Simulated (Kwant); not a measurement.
Model system: wire with an abrupt hard-wall neck in a Si two-dimensional gas. Effective mass 0.19 mₑ, grid spacing 10 nm, hard walls, nominal width 200 nm (19 grid rows, so walls 200 nm apart), one parabolic valley, scattering region 600 nm long along x; energies count from the band bottom; Fermi energy swept from 2.4739e-05 to 0.0004706 eV. Central neck 80 nm wide and 120 nm long.

Constants are typed, rounded textbook-type inputs, not results; the design itself was drawn at random and stands for no fabricated device.

Kwant, effective-mass tight-binding model on a square grid, one spin, coherent transport at 0 K. Conductance is in e²/h.

Sweep values stay those of the base run.

The neck length was swept, all else fixed.

```tsv
neck length (nm)	G (e²/h) at E = 0.3543 meV	G (e²/h) at E = 0.1346 meV	G (e²/h) at E = 0.2444 meV	mean G (e²/h) over the sweep
36	0.63	0.091	0.30	0.38
60	0.57	0.029	0.16	0.32
120	0.70	0.00089	0.021	0.30
180	0.99	2.7e-5	0.0026	0.30
```

From the first row to the last the G at E = 0.3543 meV goes from 0.63 to 0.99. From the first row to the last the G at E = 0.1346 meV goes from 0.091 to 2.7e-5.
